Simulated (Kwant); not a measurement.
System: normal lead on a InAs wire with induced superconductivity. Mass 0.023 mₑ, grid 10 nm, pairing Δ = 0.2 meV, chemical potential 0.15 meV in the wire and 4 meV in the lead, Rashba 0.078 eV nm, Zeeman energy 0.51 meV along the wire, barrier 14 meV × 20 nm; the superconducting wire is semi-infinite.

The device is made up for the run: typed textbook-type constants, with dimensions and the other settings drawn at random.

Model: Bogoliubov-de Gennes tight-binding model of one subband, both spins, coherent transport at 0 K (Kwant). Conductance is in e²/h.

Task: Does the wire meet the condition for a Majorana end state, and what zero-bias conductance follows?

Result: √(Δ² + μ²) = 0.250 meV against a Zeeman energy of 0.510 meV: the condition is met, so G(0) = 2e²/h whatever the barrier. Simulated G(0) = 2.00 e²/h.
